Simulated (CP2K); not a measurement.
Band structure of RbHgO3 (Pm-3m, 5 atoms in the cell).

```xyz
5
Lattice="4.3936 0.0000 0.0000 0.0000 4.3936 0.0000 0.0000 0.0000 4.3936" Properties=species:S:1:pos:R:3 pbc="T T T"
Rb     0.0000     0.0000     0.0000
Hg     2.1968     2.1968     2.1968
O      2.1968     2.1968     0.0000
O      2.1968     0.0000     2.1968
O      0.0000     2.1968     2.1968
```

Level of theory: CP2K with PBEsol, GPW, DZVP-MOLOPT-SR-GTH basis, GTH-PBE potentials (GTH_POTENTIALS).

Settings: CUTOFF = 500 Ry; REL_CUTOFF = 50 Ry; SMEAR/METHOD = FERMI_DIRAC; ELECTRONIC_TEMPERATURE = 580.23 K; KPOINTS/SCHEME = MONKHORST-PACK 5 5 5; XC_FUNCTIONAL = PBE:PBESOL; Rb/BASIS_SET = DZVP-MOLOPT-SR-GTH-q9; Rb/POTENTIAL = GTH-PBE-q9; Hg/BASIS_SET = DZVP-MOLOPT-SR-GTH-q12; Hg/POTENTIAL = GTH-PBE-q12; O/BASIS_SET = DZVP-MOLOPT-SR-GTH-q6; O/POTENTIAL = GTH-PBE-q6; METHOD = GPW; EPS_DEFAULT = 1e-10.

The starting cell comes from a database of computed structures (which also holds hypothetical and non-ambient phases and stackings), without a prior relaxation at this level. Its lattice was rescaled by a random factor within 2.5 % of one. Spin-orbit coupling is off. Values carry the incompleteness of an atom-centred basis. The potentials were made for another functional than the one used.

Levels in eV from the Fermi level, bands 17 to 22:
```json
[
 {"point": "Γ", "17": "-0.47", "18": "-0.47", "19": "-0.35", "20": "-0.35", "21": "-0.35", "22": "2.13"},
 {"point": "X", "17": "-0.74", "18": "-0.56", "19": "-0.56", "20": "-0.13", "21": "-0.13", "22": "5.64"},
 {"point": "M", "17": "-0.71", "18": "-0.30", "19": "-0.30", "20": "0.13", "21": "1.90", "22": "7.15"},
 {"point": "R", "17": "0.16", "18": "0.16", "19": "0.16", "20": "1.89", "21": "1.89", "22": "7.79"}
]
```

Bands cross the Fermi level along this path, so the cell is metallic at this level.

Higher empty bands are left out: an atom-centred basis made for the valence describes them poorly.
